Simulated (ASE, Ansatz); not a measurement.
One thermal frame of composition ZrCu, cell Zr24Cu24, first heated far above this temperature, then brought to it [in the CHGNet run: it was liquid; mean temperature 1520 K (target 1510 K); density 6.77 g/cm³, volume +5 % from the start cell's], 1510 K, computed in Ansatz (plane waves, PAW) at several levels on the same positions and k-sampling (one point, (1/4, 1/4, 1/4)); no spin polarisation or spin-orbit coupling.

The frame comes from MD with CHGNet (ASE). The base level is PBE (cutoff 420 eV), whose static pressure on this k-sampling is 0.0 GPa. On the run's last frame a denser k-mesh moved the forces by 0.051 eV/Å rms, the static pressure by -0.01 GPa and the free energy by -1 meV/atom, which is about how far such values are converged. That check is the base level's. Differences between levels on one k-sampling err less than the absolute values. Cutoffs of the other levels: 500 eV for r2SCAN, the files' default (420 eV for most) otherwise. Volume per atom 18.97 Å³.

```json
[
 {"level": "PBE", "static pressure less the base's (GPa)": "0", "rms force change from the base (eV/Å)": "0", "cost": "(base)"},
 {"level": "r2SCAN", "static pressure less the base's (GPa)": "…", "rms force change from the base (eV/Å)": "0.08", "cost": "roughly 6 core-minutes"}
]
```

Some entries are withheld; supply them.


- r2SCAN, static pressure less the base's (GPa): -2.0

Ansatz is a first-principles code.
